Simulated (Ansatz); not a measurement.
**fcc Cu: the defect Mn on the Cu site**

Level of theory: PBE, PAW (plane waves to 420 eV; Ansatz, an electronic-structure program). Details: 32-site cell; 6×6×6 shifted k-points; start: the Cu site; no Hubbard U; not converged in cell size; the relaxation kept the symmetry of the starting site.

Neighbours after relaxation, in Å: of the Mn atom: Cu 2.58, Cu 2.58, Cu 2.58, Cu 2.58, Cu 2.58, Cu 2.58, Cu 2.58, Cu 2.58 (the shell may go on).

Formation energies E_f are those of the neutral cell. Chemical conditions: host crystal and elements as references (Δμ(Cu) = 0.00 eV, Δμ(Mn) = 0.00 eV; Mn taken from its element, since no compound that bounds it was computed at this level; only phases computed here count, gases as isolated molecules at 0 K). Reference phases: Cu: fcc Cu, Mn: fcc-type Mn, layered antiferromagnet.

```json
[
 {"charge": "0", "moment (μB)": "4.0", "point group": "Oh", "largest move off a lattice site (Å)": "0.01", "E_f, host crystal and elements as references (eV)": "0.39"}
]
```

Point groups are those of the whole cell at tolerances of 0.03 and 0.1 Å ("near" where only the looser one holds); none is given for unsettled states.

All states together cost about 20 core-minutes (a rough figure).
